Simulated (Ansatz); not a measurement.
## hypothetical ReO3 type CoCl3 with two functionals, biaxial strain +1.25 %, plane normal [001], relaxed out of plane

Consider CoCl3 in the ReO3 type structure (space group Pm-3m, No. 221; a = 4.659 Å; ferromagnetic; a hypothetical phase, not in the database extracts checked; relaxed with 0.1 eV smearing). Axes: x, y, z lie along the cube axes.

(Cell as relaxed with PBE.)

Levels (all Ansatz, a first-principles code, PAW): PBE (420 eV, no spin-orbit coupling); PBEsol (420 eV, no SOC).

Each level relaxes its own structure.

```csv
base,PBE,PBEsol
volume per atom,25.28 Å³,23.71 Å³
lattice parameter a,4.659 Å,4.560 Å
band gap,zero,zero
largest site moment,2.00 μB,1.76 μB
```

Now apply this change: biaxial strain +1.25 %, plane normal [001], relaxed out of plane (Cartesian); in-plane vectors clamped, the third vector and the atoms free.

```tsv
quantity	PBE	PBEsol
largest site moment	2.04 μB	1.81 μB
mean in-plane stress (compression positive)	-0.9 GPa	-1.1 GPa
volume per atom	25.72 Å³	24.11 Å³
```

PBE's largest site moment lies 0.23 μB above PBEsol's; PBE's in-plane stress lies 0.2 GPa above PBEsol's; PBE's volume per atom lies 1.602 Å³ above PBEsol's (6.6 %). Neither level is exact; PBEsol is the comparison here, not a measurement.

Stability against distortions was not tested. No Hubbard U is applied and the magnetic state is the run's own (CoCl3 ferromagnetic); small cells can't hold the antiferromagnetic order that many such compounds have, so gaps and moments can be off.
